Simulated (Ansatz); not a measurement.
Consider Ag₂O (space group Pn-3m, No. 224).

```
Ag2O
1.0
    4.70672     0.00000     0.00000
    0.00000     4.70672     0.00000
    0.00000     0.00000     4.70672
Ag O
4 2
Cartesian
  3.53004   1.17668   3.53004
  1.17668   3.53004   3.53004
  3.53004   3.53004   1.17668
  1.17668   1.17668   1.17668
  0.00000   0.00000   0.00000
  2.35336   2.35336   2.35336
```

Level of theory: Ansatz (an electronic-structure program), PBEsol, PAW, cutoff 420 eV, scalar-relativistic without spin-orbit coupling.

For the base:

```
Property    Value
--------  -------
Band gap     zero
Pressure  0.0 GPa
```

The change: every lattice vector is stretched by 3.00 %, atoms relaxed at fixed cell.

Problem. What does the calculation give for the energy relative to the base after the change?

Solution. The energy goes up by 34 meV/atom.

Problem. What does the calculation give for the band gap after the change?

Solution. The band gap remains zero.

Problem. What happens to the pressure?

Solution. The pressure goes from zero to -6.2 GPa.

A case with no gap was solved on a k-mesh chosen for an insulator, which is coarse for it. The cells carry an imposed strain or load. Whether these cells are dynamically stable was not tested. No Hubbard U is applied, and correlation can decide whether such a compound is a metal. All final runs are without spin polarisation. The zero or small gap of Ag2O can change with the level of theory.
